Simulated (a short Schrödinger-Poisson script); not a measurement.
Stack: MOS inversion layer, SiO2 on p-type Si(100), at 300 K.

```
layer  material  thickness (nm)  Na (cm⁻³)
-----  --------  --------------  ---------
1          SiO2             1.9          -
2            Si             240     3.3e18
```

The device is made up for the run: typed textbook-type constants, with dimensions and the other settings drawn at random. SiO2: permittivity 3.9, conduction-band edge (eV) 3.15, gap (eV) 9, electron mass (mₑ) 0.5. Si: permittivity 11.7, conduction-band edge (eV) 0, gap (eV) 1.124, Nv at 300 K (cm⁻³) 3.1e19.

Channel valleys (confinement mass, in-plane density-of-states mass, number): Δ2 0.916, 0.19, 2; Δ4 0.19, 0.417, 4. At the gate the conduction-band edge of layer 1 lies 3.33 eV − eVg above the Fermi level of the channel; the field vanishes at the back. Gaps are held at their typed values at every temperature. Mesh 0.03 nm at interfaces.

From a short Schrödinger-Poisson script (our own, NumPy): 1D Poisson equation in equilibrium, electrons classical, Boltzmann, parabolic valleys, classical holes, full ionisation, no traps, pinning or gate leakage.

The same stack at other levels of the model or other numerical settings:

| run | sheet density of all electrons at Vg = 2.2 V (cm⁻²) | sheet density of all electrons at Vg = 1 V (cm⁻²) | capacitance at Vg = 2.2 V (μF/cm²) | centroid of the channel electrons at Vg = 2.2 V (nm) | rough cost against the base |
|---|---|---|---|---|---|
| base | 1.49e13 | 2.15e12 | 1.76 | 0.18 | about 1 |
| electrons treated as classical, Fermi-Dirac | ? | 2.00e12 | 1.66 | ? | 5 |
| electrons treated as quantum, Hartree | 1.13e13 | 6.26e11 | 1.53 | 1.02 | 30 |
| mesh six times as coarse | 1.45e13 | 2.02e12 | ? | 0.29 | 0.7 |

Question: Complete the blanks.

Answer: 
- mesh six times as coarse, capacitance at Vg = 2.2 V (μF/cm²): 1.72
- electrons treated as classical, Fermi-Dirac, sheet density of all electrons at Vg = 2.2 V (cm⁻²): 1.39e13
- electrons treated as classical, Fermi-Dirac, centroid of the channel electrons at Vg = 2.2 V (nm): 0.35

The classical rows ignore confinement, and Boltzmann statistics overrate the density once the band edge passes the Fermi level.
